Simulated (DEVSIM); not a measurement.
Device: abrupt Ge n-p junction, at 300 K.

Layer 1 from the left is Ge, thickness (μm) 15.0, Nd (cm⁻³) 7e15, τn (s) 1.6e-7, τp (s) 1.6e-7. Layer 2 from the left is Ge, thickness (μm) 230, Na (cm⁻³) 4.3e16, τn (s) 1.6e-7, τp (s) 1.6e-7.

Left contact: ohmic. Right contact: ohmic. Voltage is applied to the left contact. Recombination: SRH at mid-gap, radiative. Mobility is constant in doping.

Constants are typed, rounded textbook-type inputs, not results; the design itself was drawn at random and stands for no fabricated device. Values at 300 K.

Ge: gap (eV) 0.664, affinity (eV) 4, permittivity 16, Nc (cm⁻³) 1.04e19, Nv (cm⁻³) 6e18, μn (cm²/Vs) 3900, μp (cm²/Vs) 1900, B (cm³/s) 6.4e-14.

Question: Estimate by hand the built-in potential, the peak field at zero bias, the capacitance at 2 V, and compare with a numerical solution.

Answer: 
- Built-in potential: ni = √(Nc Nv) exp(−Eg/2kT) = 2.09e13 cm⁻³ with Eg = 0.664 eV; Vbi = kT/q ln(Na Nd/ni²) = 0.348 V; numerical 0.348 V.
- Peak field at zero bias: depletion approximation: W = √(2εVbi/(qN)) = 0.320 μm with N = 6.02e15 cm⁻³; field = 2Vbi/W = 21800 V/cm; numerical 20500 V/cm (estimate above by 5.9 %).
- Capacitance at 2 V: C = √(qεN / 2(Vbi + |V|)) = 17.1 nF/cm²; numerical 17.3 nF/cm² (estimate below by 1.1 %).

DEVSIM, 1D drift-diffusion, Boltzmann statistics, complete ionisation; no tunnelling, impact ionisation, image-force lowering or self-heating.
